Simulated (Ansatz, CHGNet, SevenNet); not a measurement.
Rutile IrO2: properties by level of theory

Reference values: lattice constant a 4.505 Å (measured, room temperature, no zero-point or thermal correction; as tabulated in Hiroi (2015), arXiv:1503.02262); lattice parameter c 3.159 Å (measured, room temperature, not corrected to a static lattice; as tabulated in Hiroi (2015), arXiv:1503.02262).

```json
[
 {"level (code)": "CHGNet 0.3.0", "equilibrium lattice constant a (Å)": "4.542", "c axis length (Å)": "3.198"},
 {"level (code)": "SevenNet-0", "equilibrium lattice constant a (Å)": "4.552", "c axis length (Å)": "3.185"},
 {"level (code)": "SevenNet-l3i5", "equilibrium lattice constant a (Å)": "4.545", "c axis length (Å)": "3.189"},
 {"level (code)": "LDA (Ansatz)", "equilibrium lattice constant a (Å)": "4.434", "c axis length (Å)": "3.136"},
 {"level (code)": "PBE (Ansatz)", "equilibrium lattice constant a (Å)": "4.529", "c axis length (Å)": "3.180"},
 {"level (code)": "PBEsol (Ansatz)", "equilibrium lattice constant a (Å)": "4.472", "c axis length (Å)": "3.154"}
]
```

Differences from the reference values (errors of the level alone only where the reference is corrected to a static lattice):

```csv
level,lattice constant a (%),lattice parameter c (%)
CHGNet 0.3.0,+0.82,+1.23
SevenNet-0,+1.04,+0.82
SevenNet-l3i5,+0.89,+0.95
LDA,-1.58,-0.73
PBE,+0.53,+0.66
PBEsol,-0.73,-0.16
```

Nearest: lattice constant a, not ranked (reference at room or unstated temperature); lattice parameter c, not ranked (reference at room or unstated temperature).

Machine-learned potentials (CHGNet 0.3.0, SevenNet-0, SevenNet-l3i5) are trained on DFT data: a solid inside that data is no test of them.

Ansatz's density-functional and Hartree–Fock values are scalar-relativistic unless marked +SOC, with PAW data made under PBE.

The crystal itself was run without spin with LDA, PBE, PBEsol; a magnetic state was not tried in these runs.

Differences are worked out from the printed values.

Static lattice: no zero-point or thermal effects.

Ansatz is an electronic-structure program.
